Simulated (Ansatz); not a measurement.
C on the Ga site in metastable zinc-blende GaN

Level of theory: PBE, PAW (plane waves to 420 eV; Ansatz, a quantum-chemistry and plane-wave program). A 2×2×2 supercell of 64 sites was used; the energies come from a 2×2×2 shifted sampling of its zone. Site at the start: the Ga site. Finite-size correction: monopole term and site-potential alignment. Dielectric constants: PBE linear response of the host. Host gap at this level: 1.54 eV. A cell of this size leaves errors of a few tenths of an eV. The semilocal functional narrows the gap, so deep levels can fall outside it. Spin–orbit coupling is left out. Each state is the lowest found from its start.

| charge | moment (μB) | largest move off a lattice site (Å) | image correction with alignment (eV) |
|---|---|---|---|
| +1 | not spin-polarised | 0.39 | -0.03 |
| 0* | fractional | 0.39 | – |
| −1* | not spin-polarised | 0.40 | – |

* At this level the carrier isn't localised at the defect: at charge 0 electrons occupy the conduction band; at charge −1 electrons occupy the conduction band. Such a state is shallow or no state of the defect, and this cell gives it no level.

No other site or start that was run ended lower by more than 0.1 eV.

Flagged in the runs: a doubtful potential alignment.
